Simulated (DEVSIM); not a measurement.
System: isotype n-n heterojunction Si/Ge, at 300 K.

| layer (left to right) | material | thickness (μm) | Nd (cm⁻³) | τn (s) | τp (s) |
|---|---|---|---|---|---|
| 1 | Si | 0.170 | 3.6e17 | 7.4e-6 | 7.4e-6 |
| 2 | Ge | 0.110 | 1.7e16 | 7.4e-6 | 2.2e-7 |

Left contact: ohmic. Right contact: ohmic. Voltage is applied to the left contact. Recombination: SRH at mid-gap, radiative, Auger. Mobility is μmin + (μ − μmin)/(1 + (N/Nref)^α).

The device is made up for the run: typed textbook-type constants, with dimensions and the other settings drawn at random. Values at 300 K.

```csv
parameter,Si,Ge
gap (eV),1.124,0.664
affinity (eV),4.05,4
permittivity,11.7,16
Nc (cm⁻³),2.86e19,1.04e19
Nv (cm⁻³),3.1e19,6e18
μn (cm²/Vs),1417,3900
μp (cm²/Vs),470,1900
"μn,min",52,150
"μp,min",45,100
"Nref,n",9.7e16,2.6e17
"Nref,p",2.2e17,4e17
αn,0.68,0.56
αp,0.72,0.6
B (cm³/s),4.7e-15,6.4e-14
Cn (cm⁶/s),2.8e-31,1e-31
Cp (cm⁶/s),9.9e-32,1e-31
```

DEVSIM, 1D drift-diffusion, Boltzmann statistics, complete ionisation; no tunnelling, impact ionisation, image-force lowering or self-heating. Band offsets follow the typed affinities; no thermionic-emission limit at abrupt steps, no polarisation charge.

Tabulate band edges, carrier densities and field at zero bias.

Energies count from the Fermi level of the right contact; mesh points crowd at the junctions.

```csv
x (μm),Ec (eV),Ev (eV),n (cm⁻³),p (cm⁻³),field (V/cm)
0.000,0.113,-1.011,3.6e17,320,≈ 0
0.002992,0.113,-1.011,3.6e17,320,≈ 0
0.008242,0.113,-1.011,3.6e17,320,≈ 0
0.01607,0.113,-1.011,3.6e17,320,≈ 0
0.03407,0.113,-1.011,3.6e17,320,≈ 0
0.05705,0.113,-1.011,3.6e17,320,≈ 0
0.09482,0.113,-1.011,3.6e17,320,≈ 0
0.1317,0.113,-1.011,3.6e17,320,≈ 0
0.1478,0.113,-1.011,3.6e17,320,33
0.1585,0.113,-1.011,3.6e17,320,160
0.1646,0.113,-1.011,3.6e17,330,390
0.1694,0.114,-1.010,3.5e17,330,780
0.1721,0.164,-0.500,1.8e16,2.4e10,580
0.1767,0.164,-0.500,1.8e16,2.4e10,510
0.1864,0.164,-0.500,1.8e16,2.4e10,390
0.1986,0.165,-0.499,1.8e16,2.5e10,280
0.2197,0.165,-0.499,1.7e16,2.5e10,160
0.2421,0.166,-0.498,1.7e16,2.5e10,94
0.2615,0.166,-0.498,1.7e16,2.6e10,67
0.2701,0.166,-0.498,1.7e16,2.6e10,61
0.2759,0.166,-0.498,1.7e16,2.6e10,59
0.2800,0.166,-0.498,1.7e16,2.6e10,59
```
